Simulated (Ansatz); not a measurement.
An armchair MoS2 nanoribbon, N = 6, bare edges, stretched and compressed along its axis from its relaxed period of 5.450 Å, atoms relaxed at each length.

Computed with PBE (plane waves to 420 eV, PAW; Ansatz, a quantum-chemistry and plane-wave program). Mesh 1×1×6. No spin polarisation, so a magnetic state wasn't tested. It repeats along c; a and b span vacuum. An idealised model, cut from the flat sheet. Only distortions within the start's symmetry and period were free. Values not marked SOC lack spin–orbit coupling. Buckling under compression is shut out by symmetry and the short period. Energies are free energies at a Fermi–Dirac width of 0.02 eV, from the unstrained cell.

| strain (%) | energy (meV a period) | axial force (nN) | PBE gap (eV) |
|---|---|---|---|
| -1.5 | +31 | -1.23 | 0.44 |
| 0.0 | 0 | +0.01 | 0.46 |
| +1.5 | ___ | ___ | ___ |
| +3.0 | ___ | ___ | ___ |

Problem. Complete the blanks.

Solution. 
- +3.0, energy (meV a period): +117
- +3.0, axial force (nN): +2.26
- +3.0, PBE gap (eV): 0.49
- +1.5, energy (meV a period): +30
- +1.5, axial force (nN): +1.17
- +1.5, PBE gap (eV): 0.47
